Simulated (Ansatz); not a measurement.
Start from CsPbCl$_{3}$ in the cubic perovskite structure (space group Pm-3m, No. 221; a = 5.736 Å).

Level of theory: plane-wave PAW DFT at the PBE level (Ansatz, a quantum-chemistry and plane-wave program, 420 eV), no spin-orbit coupling.

Base values:

* **Band gap**: 2.21 eV
* **Width of the top valence band**: 2.05 eV

Modification: a negative pressure, −2 GPa.

Q: Predict the new band gap and width of the top valence band.

A: The band gap grows by 0.34 eV, from 2.21 eV to 2.55 eV; the width of the top valence band drops by 0.732 eV to 1.31 eV.

With Pb present, leaving out spin-orbit coupling can change the band edges. Load acts through the strain it causes; cell and atoms are relaxed under it. Whether these cells are dynamically stable was not tested. Many cubic perovskites are stable only at high temperature; tilts and polar distortions were not tested. This is not the structure that CsPbCl3 has at room temperature and ambient pressure.
